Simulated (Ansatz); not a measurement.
Results of r²SCAN in Ansatz (plane waves, PAW) for BC5 (I-4m2, No. 119, 6 atoms in the cell; start mp-1077125).

Settings: plane-wave cutoff 560 eV, 30×30×30 k mesh, Fermi–Dirac smearing 0.05 eV, scalar-relativistic PAW data made under PBE.

Cell (relaxed at this level):

Space group I-4m2 (No. 119); a = b = 2.5075 Å, c = 11.3701 Å, α = β = γ = 90.00°

| atom | site | symmetry | x | y | z |
|---|---|---|---|---|---|
| B | 2c | -4m2 | 0.0000 | 0.5000 | 0.2500 |
| C | 4e | 2mm. | 0.0000 | 0.0000 | 0.1562 |
| C | 2b | -4m2 | 0.0000 | 0.0000 | 0.5000 |
| C | 4f | 2mm. | 0.5000 | 0.0000 | 0.0801 |
(The calculation used a cell of 6 atoms; values per cell refer to that cell.)

**Question.** Give the computed bulk modulus.

**Answer.** 
- bulk modulus = 392 GPa

The run finds no gap.

Note: the bulk modulus is −V dP/dV from two relaxed cells at ±2 % in volume; the relaxation could not lower the start's symmetry, so the cell can be a saddle point above a distorted one.

The computed numbers hold no vibrational or temperature effects.

Cost on a shared machine: very roughly 40 core-minutes.

A start named mp-… is a Materials Project structure, which need not be a measured phase.

Ansatz is a first-principles code.
